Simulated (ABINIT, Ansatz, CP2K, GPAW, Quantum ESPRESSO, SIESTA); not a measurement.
Ba3P2 (Pm-3m, 5 atoms in the cell) computed with different codes at matched settings

Self-consistent single point, at a second geometry (lattice scaled by 0.98). First geometry:

```
CELL_PARAMETERS angstrom
      6.04929     0.00000     0.00000
      0.00000     6.04929     0.00000
      0.00000     0.00000     6.04929
ATOMIC_POSITIONS crystal
  Ba 0.00000 0.50000 0.50000
  Ba 0.50000 0.00000 0.50000
  Ba 0.50000 0.50000 0.00000
  P  0.00000 0.00000 0.00000
  P  0.50000 0.50000 0.50000
```

Shared settings, as Ansatz (a program for electronic structure) writes them: kpoints.mp_grid.grid = 3 3 3; scf.occupations.method = gaussian; scf.occupations.width = 0.0147 Ry. Potentials and cutoffs stand in the table.

```json
[
 {"code": "CP2K", "model": "PBEsol, GPW, DZVP-MOLOPT-PBE-GTH basis, GTH-PBE potentials (POTENTIAL_UZH)", "ΔF from the first geometry (meV/atom)": "2.7", "pressure (GPa)": "1.05", "cutoff": "grid 500 Ry"},
 {"code": "Ansatz", "model": "PBEsol, PAW files made with PBE", "ΔF from the first geometry (meV/atom)": "-11.5", "pressure (GPa)": "0.07", "cutoff": "30.9 Ry"},
 {"code": "GPAW", "model": "PBEsol, GPAW PAW datasets PBEsol (made by gpaw-setup)", "ΔF from the first geometry (meV/atom)": "-5.6", "pressure (GPa)": "0.48", "cutoff": "600 eV"},
 {"code": "Quantum ESPRESSO", "model": "PBEsol, PseudoDojo standard norm-conserving (PBESOL) pseudopotentials", "ΔF from the first geometry (meV/atom)": "-12.2", "pressure (GPa)": "0.04", "cutoff": "60 Ry"},
 {"code": "ABINIT", "model": "PBEsol, norm-conserving pseudopotentials (PseudoDojo nc-sr-04 PBEsol standard)", "ΔF from the first geometry (meV/atom)": "-12.2", "pressure (GPa)": "0.04", "cutoff": "28 Ha"},
 {"code": "SIESTA", "model": "GGA PBEsol, numerical atomic orbitals DZP, PseudoDojo PBEsol standard norm-conserving potentials (rewritten from UPF to PSML)", "ΔF from the first geometry (meV/atom)": "51.5", "pressure (GPa)": "4.53", "cutoff": "grid 300 Ry"}
]
```

No clean gap comes from CP2K, GPAW, Quantum ESPRESSO, ABINIT and SIESTA: levels at the Fermi energy touch, overlap or are partly filled at this smearing.

The spread over the programs that give each value: ΔF from the first geometry within 63.7 meV/atom; pressure within 4.49 GPa.

CP2K and SIESTA use small atom-centred bases, whose incompleteness enters pressures, forces and empty levels differently from a plane-wave cutoff. Ansatz's pressure is given at a fixed set of plane waves, as the other plane-wave codes print theirs. In the pressure, SIESTA (by 4.48) lies more than 1 GPa from the median of the plane-wave programs.

The shared mesh is coarse (it stands for a supercell whose shortest vector is 18 Å), so the values are not converged in it.

The starting cell comes from a database of computed structures (which also holds hypothetical and non-ambient phases and stackings), without a prior relaxation at this level. For this run, on top of that: lattice scaled by 0.98.

Left out of this page: Elk and FLEUR (not drawn, or without a comparable value).

Keys are those of Ansatz 0.2.
